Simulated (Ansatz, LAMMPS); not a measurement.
Amorphous Ge, 1000 atoms, melt quenched at 3 K/ps, density 0.99 of the crystal's. Cell 28.90 × 28.90 × 28.90 Å, Ge1000, 1000 atoms. Prepared with Tersoff's 1989 multicomponent potential (SiCGe.tersoff) in LAMMPS: melt at 3500 K, cooled from 2600 to 500 K at 3 K/ps at fixed volume, minimised. 

Basis: localised support functions (accuracy medium) on a full density matrix. k-points: zone centre alone; occupations: Fermi-Dirac, 0.030 eV; spin polarisation not allowed. Spin-orbit coupling is left out.

The relaxation was stopped after a set number of steps, with force components up to 0.335 eV/Å left.

### Question
Give the energy, gap and bonding at the level Ansatz (a program for electronic structure) with PBE, support functions at accuracy medium on the grid of 370 eV.

### Answer

* **energy over the perfect crystal(s), per atom**: 0.177 eV/atom
* **electronic character of the cell**: no gap resolved at this smearing
* **coordination (neighbours within 2.978 Å)**: 1.7 % 3-fold, 88.1 % 4-fold, 10.1 % 5-fold, 0.1 % 6-fold
* **Ge-Ge bonds, mean ± spread**: 2.543 ± 0.085 Å
* **bond angles, mean ± spread**: 108.3° ± 14.4°
* **pressure**: -0.06 GPa
